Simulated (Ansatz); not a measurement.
Take GaSb in the zinc blende structure (space group F-43m, No. 216; a = 6.132 Å) as the base.

Structures relaxed with r2SCAN (Ansatz, a quantum-chemistry and plane-wave program), scalar-relativistic without spin-orbit coupling.

Base:

Simulated powder pattern, Cu Kα1, λ = 1.54056 Å (kinematic, ideal powder, no thermal factors, no anomalous dispersion; the 14 strongest lines at most, above 2 %, up to 2θ = 90°):

```tsv
2θ (°)	I/Imax (%)	hkl
25.13	100	(111)
29.10	5.8	(200)
41.62	73	(220)
49.24	47	(311)
60.32	12	(400)
66.39	19	(331)
68.35	2.0	(420)
75.95	24	(422)
81.49	14	(511)
```

Perturbation: the cell is scaled by 0.9595 in all directions, atoms relaxed at fixed cell.

After the change:

Simulated powder pattern, Cu Kα1, λ = 1.54056 Å (kinematic, ideal powder, no thermal factors, no anomalous dispersion; the 14 strongest lines at most, above 2 %, up to 2θ = 90°):

```tsv
2θ (°)	d (Å)	I/Imax (%)	hkl
26.21	3.397	100	(111)
30.36	2.942	5.8	(200)
43.46	2.080	72	(220)
51.47	1.774	46	(311)
63.15	1.471	12	(400)
69.59	1.350	18	(331)
79.78	1.201	23	(422)
85.72	1.132	14	(333)
```

The indices refer to the base's conventional cell; one index is shown for lines that coincide.

The cells carry an imposed strain or load. Whether these cells are dynamically stable was not tested.
